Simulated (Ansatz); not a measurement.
N_Si in 6H silicon carbide: one set of geometries, relaxed with PBE, evaluated in Ansatz (PAW, plane waves to 420 eV, 500 eV under r2SCAN) with PBE, r2SCAN.

Set-up: 144-site cell; 2×2×1 shifted k-points; start: the Si(h) site; charged states image-corrected; energies good to tenths of an eV; flagged in the runs: a host whose relaxation on this sampling wasn't shown to rest.

```csv
quantity,PBE,r2SCAN
host gap (eV),2.01,[?]
ε(+1/0) above the VBM (eV),1.11,[?]
ε(0/−1) above the VBM (eV),1.58,not settled
"neutral formation energy against N2 molecule in a box, silicon (eV)",5.99,[?]
largest moment on one atom at charge 0 (μB),0.26,[?]
```

Given the lower rungs, what does r2SCAN give?


- host gap (eV), r2SCAN: 2.37
- ε(+1/0) above the VBM (eV), r2SCAN: 1.13
- neutral formation energy against N2 molecule in a box, silicon (eV), r2SCAN: 6.48
- largest moment on one atom at charge 0 (μB), r2SCAN: 0.31

Ansatz is a first-principles code.
